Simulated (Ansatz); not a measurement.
## YN under a change: Al on a Y site, symmetric start

Consider a 24-atom supercell of YN in the rock salt structure (space group Fm-3m, No. 225; a = 4.856 Å) at its relaxed geometry.

Modification: a neutral Al on a Y site, symmetric start, atoms relaxed at fixed cell.

Calculations: PBEsol in Ansatz (plane waves to 420 eV, PAW, no spin-orbit coupling). Γ-centred 4×3×4 mesh, Fermi–Dirac width 0.05 eV.

| quantity | base | changed | shift |
|---|---|---|---|
| pressure | 0.01 GPa | -4.70 GPa | -4.71 GPa |
| gap of the supercell | 0.08 eV | 0.25 eV | +0.175 eV |
| energy gained by relaxation | – | 0.15 eV | – |
| mean distance from the defect site to its nearest host atoms | 2.43 Å | 2.36 Å | -0.07 Å |

Final structure:

```yaml
crystal:
  lattice:
    - [0.00000, 4.85616, 4.85616]
    - [4.85616, -4.85616, 4.85616]
    - [4.85616, 4.85616, 0.00000]
  atoms:
    - { symbol: N, position: [0.00000, 0.00077, 0.00000] }
    - { symbol: N, position: [0.00924, 0.00508, 0.49538] }
    - { symbol: N, position: [0.17128, 0.32825, 0.17128] }
    - { symbol: N, position: [0.17128, 0.32825, 0.65743] }
    - { symbol: N, position: [0.33333, 0.66667, 0.33333] }
    - { symbol: N, position: [0.33333, 0.66667, 0.83333] }
    - { symbol: N, position: [0.49538, 0.00508, 0.00924] }
    - { symbol: N, position: [0.49538, 0.00508, 0.49538] }
    - { symbol: N, position: [0.65743, 0.32825, 0.17128] }
    - { symbol: N, position: [0.66667, 0.33256, 0.66667] }
    - { symbol: N, position: [0.83333, 0.66667, 0.33333] }
    - { symbol: N, position: [0.83333, 0.66667, 0.83333] }
    - { symbol: Al, position: [0.33333, 0.16667, 0.33333] }
    - { symbol: Y, position: [0.33333, 0.16667, 0.83333] }
    - { symbol: Y, position: [0.49840, 0.49622, 0.49840] }
    - { symbol: Y, position: [0.49840, 0.49622, 0.00320] }
    - { symbol: Y, position: [0.66667, 0.83249, 0.66667] }
    - { symbol: Y, position: [0.66347, 0.83711, 0.16827] }
    - { symbol: Y, position: [0.83333, 0.16667, 0.33333] }
    - { symbol: Y, position: [0.83333, 0.16667, 0.83333] }
    - { symbol: Y, position: [0.00320, 0.49622, 0.49840] }
    - { symbol: Y, position: [0.00000, 0.50085, 0.00000] }
    - { symbol: Y, position: [0.16827, 0.83711, 0.66347] }
    - { symbol: Y, position: [0.16827, 0.83711, 0.16827] }
```

The cell is small, so the values are those of an ordered compound at a high defect concentration; dilute-limit values will differ. The defect started on the symmetric site and kept its symmetry, so it may sit on a saddle. The defect cell is not spin-polarised. The zero or small gap of YN can change with the level of theory.

Ansatz is an electronic-structure program.
